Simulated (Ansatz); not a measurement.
A set of related cells and their Bader charge of Ti.

Cell A: a stack of composition Ti6W4C4 on the in-plane vectors of Ti (hcp, P6₃/mmc) (0001), but not a cut of that crystal, 14 atoms, hexagonal cell of 2.94 Å (7.5 Å²), symmetry P3m1 within 0.02 Å, 23.6 Å thick under 17 Å of vacuum, so it may be strained; planes from bottom to top: C | W | C | W | C | W | C | W | Ti × 6, its two faces unlike (dipole correction applied); a model cell; spin state with PBE: run without spin, k-point mesh 18×18×1.
```
CELL_PARAMETERS angstrom
      2.93958     0.00000     0.00000
      1.46979     2.54575     0.00000
      0.00000     0.00000    40.61029
ATOMIC_POSITIONS crystal
  W  0.00000 0.00000 0.23635
  C  0.33333 0.33333 0.20968
  W  0.00000 0.00000 0.30756
  C  0.33333 0.33333 0.27378
  W  0.00000 0.00000 0.37771
  C  0.33333 0.33333 0.34310
  W  0.00000 0.00000 0.44743
  C  0.33333 0.33333 0.41323
  Ti 0.33333 0.33333 0.50719
  Ti 0.00000 0.00000 0.56423
  Ti 0.33333 0.33333 0.62202
  Ti 0.00000 0.00000 0.67873
  Ti 0.33333 0.33333 0.73757
  Ti 0.00000 0.00000 0.79102
```

Cell B: a stack of composition Ti6W4C4 on the in-plane vectors of Ti (hcp, P6₃/mmc) (0001), but not a cut of that crystal, 14 atoms, hexagonal cell of 2.94 Å (7.5 Å²), symmetry P3m1 within 0.02 Å, 22.6 Å thick under 17 Å of vacuum, so it may be strained; planes from bottom to top: W | C | W | C | W | C | W | C | Ti × 6, its two faces unlike (dipole correction applied); a model cell; spin state with PBE: run without spin, k-point mesh 18×18×1.
```
CELL_PARAMETERS angstrom
      2.93958     0.00000     0.00000
      1.46979     2.54575     0.00000
      0.00000     0.00000    39.60112
ATOMIC_POSITIONS crystal
  W  0.96550 0.01725 0.42661
  C  0.29900 0.35050 0.45944
  W  0.96559 0.01720 0.35471
  C  0.29895 0.35052 0.38984
  W  0.96558 0.01721 0.28285
  C  0.29873 0.35063 0.31847
  W  0.96562 0.01719 0.21217
  C  0.29895 0.35053 0.24637
  Ti 0.63230 0.68385 0.49016
  Ti 0.29535 0.35233 0.55146
  Ti 0.62890 0.68555 0.60997
  Ti 0.29538 0.35231 0.66835
  Ti 0.62843 0.68579 0.72870
  Ti 0.29504 0.35248 0.78352
```

All numbers come from Ansatz (a program for electronic structure), plane waves with PAW, its PAW set soft_1, cutoff 420 eV, 500 eV for r2SCAN. The structures are at rest with PBE, within the held lattices; other levels are single points on them. Neutral cells; Fermi-Dirac smearing of at most 0.10 eV in the solids, energies taken to zero width. The lattices are those relaxed with PBE or held as stated, so at other levels the solids can be strained, which adds to the spread. The structures are the rest points that the relaxations reached, not proven lowest. Spin-orbit coupling is left out. No correction for cell size. A dispersion term ran beside these levels; it doesn't touch the electrons. Electrons of density maxima off the nuclei are shared among the atoms. Mean over the atoms, with the range where they differ; positive means electrons lost.

### Question
What does PBE give for the Bader charge of Ti of each cell (e)?

### Answer
```
system                   PBE
------  --------------------
A       0.07 (-0.15 to 0.46)
B       0.16 (-0.15 to 0.96)
```

With PBE the value of B exceeds that of A by 0.09 e.

### Question
How do the other levels compare?

### Answer
| system | r2SCAN |
|---|---|
| A | 0.08 (-0.18 to 0.53) |
| B | 0.17 (-0.18 to 1.00) |

With r2SCAN the value of B exceeds that of A by 0.09 e.
